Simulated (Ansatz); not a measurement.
Fluorite CoSi2 was calculated with r²SCAN in Ansatz (plane waves, PAW).

Numerical settings: plane-wave cutoff 500 eV, 12×12×12 k mesh, Fermi–Dirac smearing 0.05 eV, no spin polarisation, scalar-relativistic PAW data made under PBE.

Computed at the level's own relaxed cell.

Problem. Predict the volume per atom and lattice constant a.

Solution. 
- volume per atom: 12.51 Å³/atom
- lattice constant a: 5.315 Å

Measured, for comparison: equilibrium volume per atom 12.87 Å³/atom, lattice constant a 5.365 Å (room temperature, not corrected to a static lattice; as tabulated in Hegde and Bowen (2014), arXiv:1405.1317). Computed (rounded) less measured: equilibrium volume per atom -2.8 %, lattice constant a -0.9 %. A static lattice is as a rule a little smaller and stiffer than an uncorrected measurement, which narrows the difference in the lattice constant a and would widen misses of the other sign.

Ansatz is a first-principles code.
